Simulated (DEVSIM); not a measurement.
Structure: abrupt Si p-n junction, at 400 K.

| layer (left to right) | material | thickness (μm) | Nd (cm⁻³) | Na (cm⁻³) | τn (s) | τp (s) |
|---|---|---|---|---|---|---|
| 1 | Si | 6.20 | - | 1.4e17 | 0.00036 | 0.00036 |
| 2 | Si | 59.0 | 1.3e14 | - | 0.00036 | 0.00036 |

Left contact: ohmic. Right contact: ohmic. Voltage is applied to the left contact. Recombination: SRH at mid-gap, radiative, Auger. Mobility is μmin + (μ − μmin)/(1 + (N/Nref)^α).

The device is made up for the run: typed textbook-type constants, with dimensions and the other settings drawn at random. Values at 300 K; Nc and Nv go as T^1.5, mobilities as T to minus their exponent, the gap by Varshni's rule with the affinity fixed.

| parameter | Si |
|---|---|
| gap (eV) | 1.124 |
| affinity (eV) | 4.05 |
| permittivity | 11.7 |
| Nc (cm⁻³) | 2.86e19 |
| Nv (cm⁻³) | 3.1e19 |
| μn (cm²/Vs) | 1417 |
| μp (cm²/Vs) | 470 |
| μn,min | 52 |
| μp,min | 45 |
| Nref,n | 9.7e16 |
| Nref,p | 2.2e17 |
| αn | 0.68 |
| αp | 0.72 |
| T exponent of μn | 2.3 |
| T exponent of μp | 2.2 |
| B (cm³/s) | 4.7e-15 |
| Cn (cm⁶/s) | 2.8e-31 |
| Cp (cm⁶/s) | 9.9e-32 |
| Varshni α (eV/K) | 0.000473 |
| Varshni β (K) | 636 |

Model (solved in DEVSIM): 1D drift-diffusion, Boltzmann statistics, complete ionisation; no tunnelling, impact ionisation, image-force lowering or self-heating.

**Question.** Tabulate band edges, carrier densities and field at 0.9 V on the left contact.

**Answer.** Energies count from the Fermi level of the right contact; mesh points crowd at the junctions.

```csv
x (μm),Ec (eV),Ev (eV),n (cm⁻³),p (cm⁻³),field (V/cm)
0.000,-0.005,-1.101,2.3e8,1.4e17,13
0.04515,-0.005,-1.101,8.4e13,1.4e17,13
0.1667,-0.004,-1.101,3.1e14,1.4e17,13
0.5229,-0.004,-1.100,9.6e14,1.4e17,13
2.233,-0.002,-1.098,4.0e15,1.4e17,12
4.590,0.001,-1.095,7.9e15,1.5e17,12
5.654,0.002,-1.094,9.5e15,1.5e17,11
6.080,0.003,-1.094,1.0e16,1.5e17,10
6.174,0.000,-1.096,1.1e16,1.4e17,-2000
6.208,-0.027,-1.124,2.5e16,6.3e16,-9700
6.268,-0.043,-1.139,3.9e16,4.0e16,-250
6.545,-0.043,-1.139,3.9e16,3.9e16,14
7.242,-0.042,-1.138,3.9e16,3.9e16,14
9.133,-0.039,-1.136,3.8e16,3.7e16,14
18.50,-0.025,-1.121,3.1e16,3.1e16,17
39.10,0.022,-1.075,1.8e16,1.8e16,30
56.18,0.105,-0.992,6.3e15,6.2e15,85
62.09,0.185,-0.911,2.3e15,2.2e15,240
64.44,0.293,-0.803,5.5e14,5.2e14,1100
64.95,0.375,-0.721,2.0e14,2.6e14,2300
65.13,0.420,-0.677,1.4e14,1.2e14,2700
65.20,0.439,-0.658,1.3e14,2.5e11,2800
```
